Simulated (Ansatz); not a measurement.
## Effect of pressure −2 GPa on hypothetical wurtzite BeS

Base system: BeS in the wurtzite structure (space group P6_3mc, No. 186; a = 3.4118 Å, c = 5.6247 Å; a hypothetical phase, not in the database extracts checked).

Perturbation: a negative pressure, −2 GPa.

Computed with PBEsol (Ansatz, a first-principles code, PAW, no spin-orbit coupling). Γ-centred 11×11×6 mesh, Fermi–Dirac width 0.05 eV.

| quantity | base | changed | shift |
|---|---|---|---|
| volume per atom | 14.18 Å³ | 14.48 Å³ | +0.307 Å³ |
| density | 2.41 g/cm³ | 2.35 g/cm³ | -0.051 g/cm³ |
| lattice parameter a | 3.412 Å | 3.437 Å | +0.025 Å |
| shortest interatomic distance | 2.094 Å | 2.108 Å | +0.0149 Å |
| enthalpy H = E + PV relative to the base's energy | – | -0.18 eV/atom | – |
| band gap | 3.44 eV | 3.52 eV | +0.08 eV |
| gap character | indirect, Γ → K | indirect, Γ → K | – |
| smallest direct gap | 5.01 eV | 4.98 eV | -0.03 eV |
| mean gap deformation potential ΔEg/Δln V | – | +3.8 eV | – |
| width of the top valence band | 3.04 eV | 2.95 eV | -0.09 eV |
| electron mass | 0.30 mₑ along c, 0.51 mₑ across (at K) | 0.31 mₑ along c, 0.53 mₑ across (at K) | – |
| valence-band top at Γ (three highest levels, from the VBM) | 0.00, 0.00, -0.17 eV | 0.00, 0.00, -0.15 eV | – |

Load acts through the strain it causes; cell and atoms are relaxed under it. Effective masses come from finite differences of ±0.01 Å⁻¹. Stability against distortions was not tested.
